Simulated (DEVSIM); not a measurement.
Structure: Cr/Si3N4/p-Si capacitor, at 400 K.

Layer 1 from the left is Si3N4, thickness (nm) 17.0. Layer 2 from the left is Si, thickness (nm) 3400, Na (cm⁻³) 2.8e16.

Metal gate on the left, work function 4.5 eV. Fixed charge at the semiconductor interface 9.8e11 cm⁻² (in units of +e); no interface traps.

The device is made up for the run: typed textbook-type constants, with dimensions and the other settings drawn at random. Values at 300 K; Nc and Nv go as T^1.5, mobilities as T to minus their exponent, the gap by Varshni's rule with the affinity fixed.

Si3N4: gap (eV) 5.1, affinity (eV) 2.1, permittivity 7.5. Si: gap (eV) 1.124, affinity (eV) 4.05, permittivity 11.7, Nc (cm⁻³) 2.86e19, Nv (cm⁻³) 3.1e19, Varshni α (eV/K) 0.000473, Varshni β (K) 636.

### Question
Estimate by hand the flat-band voltage, the threshold voltage, and compare with a numerical solution.

### Answer

- Flat-band voltage: C = 0.391 μF/cm², work-function difference -0.390 V; VFB = φms − qNf/C = -0.79 V; numerical -0.79 V.
- Threshold voltage: φF = 0.293 V, depletion charge √(4εqNφF) = 7.38e-8 C/cm²; VT = VFB + 2φF + Qd/C = -0.02 V; numerical -0.02 V.

DEVSIM, 1D Poisson equation in equilibrium, Boltzmann statistics, complete ionisation; no quantum confinement or tunnelling. Metal contacts follow the ideal Schottky-Mott rule: no Fermi-level pinning, no interface dipoles.
